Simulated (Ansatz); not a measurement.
## Cr in the bcc (W type) structure (space group Im-3m, No. 229; non-magnetic)

```cif
data_Cr
_chemical_formula_sum 'Cr1'
_space_group_name_H-M_alt 'P 1'
_space_group_IT_number 1
_cell_length_a 2.45027
_cell_length_b 2.45027
_cell_length_c 2.45027
_cell_angle_alpha 109.471
_cell_angle_beta 109.471
_cell_angle_gamma 109.471
loop_
_space_group_symop_operation_xyz
  'x, y, z'
loop_
_atom_site_label
_atom_site_type_symbol
_atom_site_fract_x
_atom_site_fract_y
_atom_site_fract_z
_atom_site_occupancy
Cr1 Cr 0.00000 0.00000 0.00000 1
```

Computed with Ansatz (a program for electronic structure) r2SCAN, no spin-orbit coupling. k-mesh 23×23×23 (Γ-centred); smearing 0.05 eV (Fermi–Dirac).

| Item | Value |
|---|---|
| Volume per atom | 11.32 Å³ |
| Density | 7.62 g/cm³ |
| Band gap | zero |
| Total energy | -3382.453 eV/atom (σ→0; compares only within this code and set-up) |

Whether these cells are dynamically stable was not tested. Seeded moments were not kept for the base. All final runs are without spin polarisation. Real Cr is antiferromagnetic at low temperature and ambient pressure, an order that this cell doesn't hold.
